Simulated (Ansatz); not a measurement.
The parent structure is SiGe in the wurtzite structure (space group P6_3mc, No. 186; a model cell, its experimental status unchecked).

```yaml
crystal:
  lattice:
    - [3.90406, 0.00000, 0.00000]
    - [-1.95203, 3.38101, 0.00000]
    - [0.00000, 0.00000, 6.45485]
  atoms:
    - { symbol: Ge, position: [0.66667, 0.33333, 0.99956] }
    - { symbol: Ge, position: [0.33333, 0.66667, 0.49956] }
    - { symbol: Si, position: [0.66667, 0.33333, 0.62564] }
    - { symbol: Si, position: [0.33333, 0.66667, 0.12564] }
```

Cartesian axes are those of the cell as printed.

Computed with DFT with r2SCAN, PAW potentials and a 500 eV plane-wave cutoff in Ansatz (a quantum-chemistry and plane-wave program), no spin-orbit coupling.

Strains are applied to the cell and any free atomic positions relax.

One change was made to it. Results:

The energy grows by 46 meV/atom; the valence-band top at Γ (three highest levels, from the VBM) goes from 0.00, 0.00, -0.34 eV to 0.00, 0.00, -0.41 eV.

Which change produced these results?
A. uniaxial strain ε_zz = −0.55 %
B. isotropic strain −2.87 %
C. isotropic strain +3.92 %

B, isotropic strain −2.87 %. For comparison, the energy relative to the base in the other runs: isotropic strain +3.92 % gives +68 meV/atom; uniaxial strain ε_zz = −0.55 % gives +0.4 meV/atom.

The levels and masses belong to the bands next to the band gap. Whether these cells are dynamically stable was not tested.
